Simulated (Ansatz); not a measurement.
Consider AlRu in the CsCl type structure (space group Pm-3m, No. 221; a = 2.955 Å; relaxed with 0.1 eV smearing). Axes: x, y, z lie along the cube axes.

Level of theory: LDA in Ansatz (plane waves to 420 eV, PAW, no SOC).

It is then changed as follows: compressive biaxial strain of 0.42 % in the plane normal to [111], as in epitaxy on a mismatched substrate; the out-of-plane cell vector and the atoms relax.

Task: How does this affect the energy relative to the base?

Result: The energy grows by 0.7 meV/atom.

Task: What does the calculation give for the out-of-plane strain after the change?

Result: The out-of-plane strain comes out as +0.28 %.

Whether these cells are dynamically stable was not tested. All final runs are without spin polarisation.

Ansatz is a first-principles code.
